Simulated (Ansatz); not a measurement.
Start from Al2O3 in the corundum structure (space group R-3c, No. 167; a = 4.729 Å, c = 12.892 Å (hexagonal axes)). Axes: x lies along a and z along c of the hexagonal cell.

Level of theory: LDA (Ansatz, a program for electronic structure; PAW; 420 eV plane waves; no SOC).

Strains are applied to the cell and any free atomic positions relax.

One change was made to it. Results:

```csv
quantity,base,after
band gap,6.43 eV,6.50 eV
"valence-band top at Γ (three highest levels, from the VBM)","0.00, -0.04, -0.04 eV","0.00, -0.26, -0.26 eV"
width of the top valence band,0.66 eV,0.86 eV
energy relative to the base (free energy F),0 meV/atom,+6.6 meV/atom
```

Q: Which of these changes matches the shifts?
A. uniaxial strain ε_zz = −1.50 %
B. uniaxial strain ε_zz = −0.75 %
C. uniaxial strain ε_zz = −2.25 %
D. uniaxial strain ε_zz = −3.00 %

A: C, uniaxial strain ε_zz = −2.25 %. For comparison, the valence-band top at Γ in the other runs: uniaxial strain ε_zz = −1.50 % gives 0.00, -0.19, -0.19 eV; uniaxial strain ε_zz = −3.00 % gives 0.00, -0.34, -0.34 eV; uniaxial strain ε_zz = −0.75 % gives 0.00, -0.11, -0.11 eV.

No phonon test of stability was made.
